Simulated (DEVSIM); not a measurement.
Device: abrupt Si n-p junction, at 250 K.

| layer (left to right) | material | thickness (μm) | Nd (cm⁻³) | Na (cm⁻³) | τn (s) | τp (s) |
|---|---|---|---|---|---|---|
| 1 | Si | 0.450 | 4.7e18 | - | 0.00044 | 0.00044 |
| 2 | Si | 0.450 | - | 1e17 | 0.00044 | 0.00044 |

Left contact: ohmic. Right contact: ohmic. Voltage is applied to the left contact. Recombination: SRH at mid-gap, Auger. Mobility is μmin + (μ − μmin)/(1 + (N/Nref)^α).

This is a model device: material constants are rounded textbook-type values typed into the input, and sizes, dopings and lifetimes were drawn at random. Values at 300 K; Nc and Nv go as T^1.5, mobilities as T to minus their exponent, the gap by Varshni's rule with the affinity fixed.

| parameter | Si |
|---|---|
| gap (eV) | 1.124 |
| affinity (eV) | 4.05 |
| permittivity | 11.7 |
| Nc (cm⁻³) | 2.86e19 |
| Nv (cm⁻³) | 3.1e19 |
| μn (cm²/Vs) | 1417 |
| μp (cm²/Vs) | 470 |
| μn,min | 52 |
| μp,min | 45 |
| Nref,n | 9.7e16 |
| Nref,p | 2.2e17 |
| αn | 0.68 |
| αp | 0.72 |
| T exponent of μn | 2.3 |
| T exponent of μp | 2.2 |
| Cn (cm⁶/s) | 2.8e-31 |
| Cp (cm⁶/s) | 9.9e-32 |
| Varshni α (eV/K) | 0.000473 |
| Varshni β (K) | 636 |

Model (solved in DEVSIM): 1D drift-diffusion, Boltzmann statistics, complete ionisation; no tunnelling, impact ionisation, image-force lowering or self-heating.

The doping Na of layer 2 was swept, all else fixed.

| doping Na of layer 2 (cm^-3) | dark forward voltage at 1 A/cm² (V) | potential step across the device at zero bias (V) | dark forward voltage at 100 A/cm² (V) | largest field in the device at zero bias (V/cm) |
|---|---|---|---|---|
| 3e15 | 0.598 | 0.910 | 0.711 | 110000 |
| 1e16 | 0.638 | 0.936 | 0.742 | 120000 |
| 3e16 | 0.670 | 0.959 | 0.771 | 130000 |
| 1e17 | 0.705 | 0.985 | 0.805 | 180000 |
| 3e17 | 0.739 | 1.009 | 0.839 | 290000 |
| 1e18 | 0.777 | 1.035 | 0.876 | 500000 |
| 3e18 | 0.808 | 1.059 | 0.907 | 760000 |

From the first row to the last the dark forward voltage at 1 A/cm² goes from 0.598 to 0.808. From the first row to the last the potential step across the device at zero bias goes from 0.910 to 1.059.
